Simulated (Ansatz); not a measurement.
## YPd3 in the Cu3Au type structure (space group Pm-3m, No. 221)

```cif
data_Pd3Y
_chemical_formula_sum 'Y1 Pd3'
_space_group_name_H-M_alt 'Pm-3m'
_space_group_IT_number 221
_space_group_name_Hall '-P 4 2 3'
_cell_length_a 4.05757
_cell_length_b 4.05757
_cell_length_c 4.05757
_cell_angle_alpha 90.000
_cell_angle_beta 90.000
_cell_angle_gamma 90.000
loop_
_atom_site_label
_atom_site_type_symbol
_atom_site_symmetry_multiplicity
_atom_site_Wyckoff_symbol
_atom_site_fract_x
_atom_site_fract_y
_atom_site_fract_z
_atom_site_occupancy
Y1 Y 1 a 0.00000 0.00000 0.00000 1
Pd1 Pd 3 c 0.00000 0.50000 0.50000 1
```

The values are results of PBEsol/PAW in Ansatz (a program for electronic structure), no spin-orbit coupling, not measurements. k-mesh 12×12×12 (Γ-centred); smearing 0.05 eV (Fermi–Dirac).

| Item | Value |
|---|---|
| Volume per atom | 16.70 Å³ |
| Density | 10.15 g/cm³ |
| Band gap | zero |
| Total energy | -6129.618 eV/atom (σ→0; compares only within this code and set-up) |

Stability against distortions was not tested. The final runs are not spin-polarised.
